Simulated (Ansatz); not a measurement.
LaN (P6₃mc, No. 186, 4 atoms in the cell; start mp-567290; a measured phase of this formula has another space group)

The numbers are results of r²SCAN (Ansatz, an electronic-structure program, plane waves, PAW), not measurements.

Settings: plane-wave cutoff 560 eV, 12×12×6 k mesh (along the axes of the cell as run), Fermi–Dirac smearing 0.01 eV, scalar-relativistic PAW data made under PBE.

Cell (relaxed with PBEsol):

```xyz
4
Lattice="4.1150 0.0000 0.0000 -2.0575 3.5637 0.0000 0.0000 0.0000 5.8116" Properties=species:S:1:pos:R:3 pbc="T T T"
La     0.0000     2.3758     5.7823
La     2.0575     1.1879     2.8766
N      0.0000     2.3758     2.4119
N      2.0575     1.1879     5.3177
```

```yaml
band_gap: 1.39 eV
smallest_direct_gap_on_the_k_points_sampled: 1.65 eV
direct gap at Γ: 1.88 eV
```

Note: cell and atoms aren't relaxed at this level (largest force component 0.05 eV/Å, pressure 3.0 GPa).

Spin–orbit coupling is not included.

The result took roughly 50 core-seconds.

A start named mp-… is a Materials Project structure, which need not be a measured phase.
